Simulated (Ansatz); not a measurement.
# corundum: the defect Si on the Al site (broken-bond start)

Level of theory: PBE, PAW (plane waves to 420 eV; Ansatz, a program for electronic structure). Cell: 120 sites, 2×2×1; final energies on a 2×2×2 Γ-centred mesh. Sites at the start: the Al site; started 0.95 Å off site, one bond broken. Finite-size correction: monopole term and site-potential alignment. Dielectric constants: PBE linear response of the host. Host gap at this level: 5.85 eV. A cell of this size leaves errors of a few tenths of an eV. Levels are measured in PBE's own, too narrow, gap. Spin–orbit coupling is left out. Each state is the lowest found from its start.

Formation energies E_f are given with the Fermi level at the valence-band maximum. Chemical conditions: O-rich (Δμ(Al) = -7.45 eV, Δμ(Si) = -8.35 eV, bounded by alpha cristobalite; only phases computed here count, gases as isolated molecules at 0 K). Reference phases: Al: fcc Al, Si: silicon.

```tsv
charge	moment (μB)	point group	largest move off a lattice site (Å)	image correction with alignment (eV)	E_f, O-rich (eV)
+1	not spin-polarised	C3	0.12	0.19	-0.04
0	1.0	C3	0.22	0.00	5.95
−1	not spin-polarised	C3	0.25	0.15	11.17
```

Point groups are those of the whole cell at tolerances of 0.03 and 0.1 Å ("near" where only the looser one holds); none is given for unsettled states.

No other site or start that was run ended lower by more than 0.1 eV.

Transition levels above the valence-band maximum: ε(+1/0) = 6.00 eV; ε(0/−1) = 5.21 eV. On the lower envelope of the bound states, inside the gap: (+1/−1) at 5.61 eV; the others aren't thermodynamic.

Flagged in the runs: a host whose relaxation on this sampling wasn't shown to rest, a strain field that reaches the edge of the cell.
